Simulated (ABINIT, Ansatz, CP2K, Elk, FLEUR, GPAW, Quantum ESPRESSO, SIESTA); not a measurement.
## MgS (Fm-3m, 2 atoms in the cell) computed with different codes at matched settings

Self-consistent single point, at a second geometry (lattice scaled by 0.98). First geometry:

```
CELL_PARAMETERS angstrom
      0.00000     2.61924     2.61924
      2.61924     0.00000     2.61924
      2.61924     2.61924     0.00000
ATOMIC_POSITIONS crystal
  Mg 0.00000 0.00000 0.00000
  S  0.50000 0.50000 0.50000
```

Shared settings, as Ansatz (an electronic-structure program) writes them: kpoints.mp_grid.grid = 7 7 7; scf.occupations.method = fermi_dirac; scf.occupations.width = 0.02 eV. Potentials and cutoffs stand in the table.

```json
[
 {"code": "SIESTA", "model": "GGA PBE, numerical atomic orbitals DZP, PseudoDojo PBE standard norm-conserving potentials (rewritten from UPF to PSML)", "ΔF from the first geometry (meV/atom)": "16.6", "pressure (GPa)": "5.45", "gap on the mesh (eV)": "3.019", "cutoff": "grid 300 Ry"},
 {"code": "Elk", "model": "PBE, all-electron FP-LAPW, Elk's shipped species files, default APW+lo basis", "ΔF from the first geometry (meV/atom)": "13.6", "pressure (GPa)": "–", "gap on the mesh (eV)": "2.904", "cutoff": "rgkmax 7"},
 {"code": "GPAW", "model": "PBE, GPAW PAW datasets PBE (gpaw-data 1.0.1)", "ΔF from the first geometry (meV/atom)": "12.8", "pressure (GPa)": "4.52", "gap on the mesh (eV)": "3.095", "cutoff": "850 eV"},
 {"code": "FLEUR", "model": "PBE, all-electron FLAPW (FLEUR), scalar-relativistic valence", "ΔF from the first geometry (meV/atom)": "13.6", "pressure (GPa)": "–", "gap on the mesh (eV)": "3.096", "cutoff": "Kmax 4.3 1/bohr"},
 {"code": "Quantum ESPRESSO", "model": "PBE, SSSP 1.1.2 efficiency (PBE) pseudopotentials", "ΔF from the first geometry (meV/atom)": "11.0", "pressure (GPa)": "4.27", "gap on the mesh (eV)": "3.072", "cutoff": "40 Ry"},
 {"code": "CP2K", "model": "PBE, GPW, DZVP-MOLOPT-SR-GTH basis, GTH-PBE potentials (GTH_POTENTIALS)", "ΔF from the first geometry (meV/atom)": "23.6", "pressure (GPa)": "6.30", "gap on the mesh (eV)": "2.967", "cutoff": "grid 1000 Ry"},
 {"code": "ABINIT", "model": "PBE, norm-conserving pseudopotentials (PseudoDojo nc-sr-05 PBE standard)", "ΔF from the first geometry (meV/atom)": "13.7", "pressure (GPa)": "4.67", "gap on the mesh (eV)": "3.087", "cutoff": "42 Ha"},
 {"code": "Ansatz", "model": "PBE, default PAW files", "ΔF from the first geometry (meV/atom)": "13.2", "pressure (GPa)": "4.61", "gap on the mesh (eV)": "3.091", "cutoff": "420 eV"}
]
```

A dash marks a value that a program does not give, or that is left out as unsure.

Gaps are read on the mesh.

The spread over the programs that give each value: ΔF from the first geometry within 12.6 meV/atom; pressure within 2.03 GPa; gap on the mesh within 0.192 eV.

SIESTA and CP2K use small atom-centred bases, whose incompleteness enters pressures, forces and empty levels differently from a plane-wave cutoff. Elk and FLEUR treat all electrons, but the usual bases taken here (sphere radii, linearisation, local orbitals, empty states) were not tested for convergence, so the values are no reference for the others. Ansatz's pressure is given at a fixed set of plane waves, as the other plane-wave codes print theirs. In the pressure, CP2K (by 1.74) lies more than 1 GPa from the median of the plane-wave programs. In the gap, Elk (by 0.185) and CP2K (by 0.122) lie more than 0.12 eV from the median of the plane-wave programs.

The starting cell comes from a database of computed structures (which also holds hypothetical and non-ambient phases and stackings), without a prior relaxation at this level. Its lattice was rescaled by a random factor within 2.5 % of one. For this run, on top of that: lattice scaled by 0.98.

Keys are those of Ansatz 0.2.
